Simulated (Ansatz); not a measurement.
The starting structures come from a database of crystals and need not be the phases stable at ambient conditions.

 Where the default PAW files enter, the runs use the earlier of Ansatz's two default sets.

By PBEsol, the system below comes out a metal.

A figure of merit of an interconnect metal is its ballistic conductance per area.

Input:

```
CELL_PARAMETERS angstrom
      6.29615     0.00000     0.00000
      0.00000     6.78579     0.00000
      0.00000     1.85642     3.02506
ATOMIC_POSITIONS crystal
  Ge 0.42219 0.18540 0.56460
  Ge 0.57781 0.81460 0.43540
  Ge 0.92219 0.31460 0.93540
  Ge 0.07781 0.68540 0.06460
  Pd 0.80901 0.00378 0.74622
  Pd 0.19099 0.99622 0.25378
  Pd 0.30901 0.49622 0.75378
  Pd 0.69099 0.50378 0.24622
```

Space group of this cell: Pnma. The cell is taken as given; by PBEsol its mean pressure is -2.9 GPa.

The current flows along the normal of the first two printed cell vectors. No spin-orbit coupling; the value is a mean over 0.1 eV about the Fermi level.

### Question
Predict the ballistic conductance per area from PBEsol (Ansatz, a program for electronic structure).

### Answer
0.53 × 10¹⁵ S/m² for both spins.
